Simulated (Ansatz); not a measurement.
The starting structures come from a database of crystals and need not be the phases stable at ambient conditions.

 Where the default PAW files enter, the runs use the earlier of Ansatz's two default sets.

Input:

```
Li3NaH8N4
1.0
    5.11684     0.00000     0.00000
    0.00000     5.11684     0.00000
    2.55842    -2.55842     5.84706
Na Li H N
1 3 8 4
Direct
  0.75000   0.75000   0.50000
  0.00000   0.00000   0.00000
  0.98982   0.51018   0.02036
  0.51018   0.98982   0.97964
  0.47899   0.77585   0.21614
  0.77585   0.30487   0.78386
  0.30487   0.44029   0.21614
  0.44029   0.47899   0.78386
  0.58952   0.05999   0.33590
  0.05999   0.07458   0.66410
  0.07458   0.27591   0.33590
  0.27591   0.58952   0.66410
  0.66234   0.86426   0.20006
  0.86426   0.13760   0.79994
  0.13760   0.33580   0.20006
  0.33580   0.66234   0.79994
```

Space group of this cell: I-4. The cell is taken as given; by r2SCAN its mean pressure is -2.2 GPa.

Transport runs along the normal of the first two printed cell vectors, the (001) plane of the conventional cell.

The gap is the functional's own. No spin-orbit coupling. Mid-gap values are interpolated on the energy grid.

**Question.** State the band gap and the smallest decay constant κ at mid-gap according to r2SCAN (Ansatz, a program for electronic structure).

**Answer.** Gap 3.02 eV on a 6×6×6 mesh; κ = 0.356 1/Å, at the zone centre.
